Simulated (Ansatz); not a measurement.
Consider this model of amorphous silicon oxide (Si₂₄O₄₇).

```yaml
crystal:
  lattice:
    - [10.25010, 0.00000, 0.00000]
    - [0.00000, 10.25010, 0.00000]
    - [0.00000, 0.00000, 10.25010]
  atoms:
    - { symbol: Si, position: [0.34235, 0.43430, 0.85912] }
    - { symbol: Si, position: [0.33738, 0.61653, 0.45732] }
    - { symbol: Si, position: [0.85615, 0.58450, 0.30804] }
    - { symbol: Si, position: [0.24501, 0.68427, 0.73125] }
    - { symbol: Si, position: [0.97376, 0.94859, 0.54007] }
    - { symbol: Si, position: [0.33380, 0.22238, 0.62891] }
    - { symbol: Si, position: [0.58669, 0.42605, 0.00778] }
    - { symbol: Si, position: [0.69246, 0.33465, 0.25520] }
    - { symbol: Si, position: [0.52845, 0.92239, 0.11300] }
    - { symbol: Si, position: [0.10685, 0.18993, 0.46122] }
    - { symbol: Si, position: [0.43593, 0.88662, 0.38712] }
    - { symbol: Si, position: [0.59275, 0.31397, 0.74705] }
    - { symbol: Si, position: [0.09482, 0.42087, 0.99534] }
    - { symbol: Si, position: [0.62606, 0.02637, 0.86875] }
    - { symbol: Si, position: [0.86757, 0.69422, 0.58205] }
    - { symbol: Si, position: [0.51648, 0.37248, 0.48472] }
    - { symbol: Si, position: [0.40673, 0.94478, 0.68378] }
    - { symbol: Si, position: [0.14964, 0.61921, 0.21762] }
    - { symbol: Si, position: [0.09034, 0.16522, 0.18007] }
    - { symbol: Si, position: [0.95100, 0.64736, 0.84392] }
    - { symbol: Si, position: [0.86471, 0.86765, 0.77793] }
    - { symbol: Si, position: [0.24418, 0.90493, 0.17381] }
    - { symbol: Si, position: [0.86697, 0.13497, 0.36212] }
    - { symbol: Si, position: [0.72014, 0.68571, 0.06892] }
    - { symbol: O, position: [0.16732, 0.21572, 0.31419] }
    - { symbol: O, position: [0.01246, 0.59161, 0.29051] }
    - { symbol: O, position: [0.29248, 0.92256, 0.32581] }
    - { symbol: O, position: [0.42105, 0.49352, 0.51315] }
    - { symbol: O, position: [0.23449, 0.64642, 0.57536] }
    - { symbol: O, position: [0.11559, 0.67969, 0.81917] }
    - { symbol: O, position: [0.61510, 0.56541, 0.06998] }
    - { symbol: O, position: [0.98697, 0.78965, 0.52186] }
    - { symbol: O, position: [0.64681, 0.31459, 0.10373] }
    - { symbol: O, position: [0.17097, 0.52011, 0.09538] }
    - { symbol: O, position: [0.42909, 0.40824, 0.98859] }
    - { symbol: O, position: [0.94583, 0.11408, 0.22479] }
    - { symbol: O, position: [0.64117, 0.41526, 0.85655] }
    - { symbol: O, position: [0.10437, 0.03261, 0.49479] }
    - { symbol: O, position: [0.41304, 0.32641, 0.74426] }
    - { symbol: O, position: [0.97774, 0.49806, 0.92565] }
    - { symbol: O, position: [0.56874, 0.04719, 0.01825] }
    - { symbol: O, position: [0.30823, 0.83019, 0.72695] }
    - { symbol: O, position: [0.85373, 0.99976, 0.44367] }
    - { symbol: O, position: [0.76983, 0.96313, 0.86949] }
    - { symbol: O, position: [0.43447, 0.23562, 0.50708] }
    - { symbol: O, position: [0.35121, 0.57896, 0.79828] }
    - { symbol: O, position: [0.81307, 0.43623, 0.26537] }
    - { symbol: O, position: [0.54118, 0.93540, 0.27441] }
    - { symbol: O, position: [0.77033, 0.80024, 0.65490] }
    - { symbol: O, position: [0.94997, 0.98061, 0.69367] }
    - { symbol: O, position: [0.44263, 0.73012, 0.41848] }
    - { symbol: O, position: [0.72645, 0.19568, 0.32381] }
    - { symbol: O, position: [0.16732, 0.03622, 0.12419] }
    - { symbol: O, position: [0.82041, 0.67203, 0.95037] }
    - { symbol: O, position: [0.15703, 0.77129, 0.16650] }
    - { symbol: O, position: [0.06873, 0.28234, 0.07390] }
    - { symbol: O, position: [0.19917, 0.37637, 0.87901] }
    - { symbol: O, position: [0.62558, 0.16807, 0.78940] }
    - { symbol: O, position: [0.56899, 0.38988, 0.33866] }
    - { symbol: O, position: [0.52869, 0.93516, 0.78298] }
    - { symbol: O, position: [0.33191, 0.08616, 0.70517] }
    - { symbol: O, position: [0.26185, 0.58206, 0.32336] }
    - { symbol: O, position: [0.62888, 0.36169, 0.60107] }
    - { symbol: O, position: [0.95377, 0.23694, 0.45458] }
    - { symbol: O, position: [0.62591, 0.81163, 0.05974] }
    - { symbol: O, position: [0.19085, 0.26586, 0.57645] }
    - { symbol: O, position: [0.78933, 0.69089, 0.21186] }
    - { symbol: O, position: [0.80993, 0.61294, 0.45748] }
    - { symbol: O, position: [0.45413, 0.95165, 0.53114] }
    - { symbol: O, position: [0.90980, 0.58917, 0.69488] }
    - { symbol: O, position: [0.37496, 0.88751, 0.08335] }
```

Methods: PBE, scalar-relativistic without spin-orbit coupling (Ansatz, a first-principles code); r2SCAN, scalar-relativistic without spin-orbit coupling (Ansatz); HSE06, scalar-relativistic without spin-orbit coupling (Ansatz). Neutral PBE cell, which sets geometry, pressure and energy: sampling: a 2×2×2 Γ-centred mesh; Fermi-Dirac width 0.02 eV; no spin polarisation. The usual formal charges leave 2 electrons over, so the level spacing at the Fermi energy parts defect or band states and needn't be the band gap. Exact exchange is cut at the faces of this 10 Å cell, which leaves hybrid gaps a finite-size error.

The cell was made by melting and quenching with the CHGNet potential and then relaxed with DFT. O atoms were pushed apart under 1.9 Å during the dynamics, to hinder bonds among them. The hot cell started wider than the set density and was brought back towards it in steps. It is the lowest in DFT energy of 2 quenches. It is a model cell: composition and starting density were chosen by hand, and all elements were melted together. No dispersion term was used. Its density started from a set value of 2.25 and ended at 2.20 g/cm³. The quench (nominally 150 K/ps over its main leg) was far faster than any real one, so the model tends to hold more defects than a real film. A cell of this size samples the disorder only roughly. The volume was free in the relaxation, at fixed shape.

### Question
Give the pressure, the energy against reference phases and the spacing of the highest filled and lowest empty levels.

### Answer

| Property | Result |
|---|---|
| Pressure on a 2×2×2 Γ-centred mesh | 0.01 GPa |
| Largest force and stress component on that mesh (the relaxation ran on the zone centre alone) | 0.08 eV/Å and 1.7 GPa |
| Energy relative to alpha cristobalite + silicon (lowest mix at this level among the phases computed, not always the ambient ones) | 0.124 eV/atom |
| Level spacing at the Fermi energy on a 2×2×2 Γ-centred mesh (PBE) | 2.79 eV |
| Level spacing at the Fermi energy at the zone centre (PBE) | 2.84 eV |
| Level spacing at the Fermi energy at the zone centre (r2SCAN) | 3.31 eV |
| Level spacing at the Fermi energy at the zone centre (HSE06) | 4.09 eV |
| Distance between the nearest levels spread over more than a fifth of the atoms or a third of the atoms of their main element (six at least) (PBE, zone centre) | 5.31 eV |

### Question
At PBE and the zone centre, how localised are the states just below and above the Fermi level (participation number: the atoms over which a state spreads)?

### Answer
The highest filled state is spread over 6.1 atoms' worth, largest on Si21, with weights by element (charge in smoothed Voronoi cells) Si 0.51, O 0.49. The lowest empty state is spread over 44.7 atoms' worth, largest on O39, with weights by element (charge in smoothed Voronoi cells) O 0.69, Si 0.31.

At PBE the levels at the filled edge of the gap are localised (band-tail or defect states), and the nearest spread-out levels lie 5.3 eV apart at the zone centre.

Neighbours within Si-Si 2.60 Å, Si-O 1.98 Å, O-O 1.58 Å count as bonded. Two cations that share two anions don't count as bonded, nor two that share one unless they lie closer than Si-Si 2.38 Å.
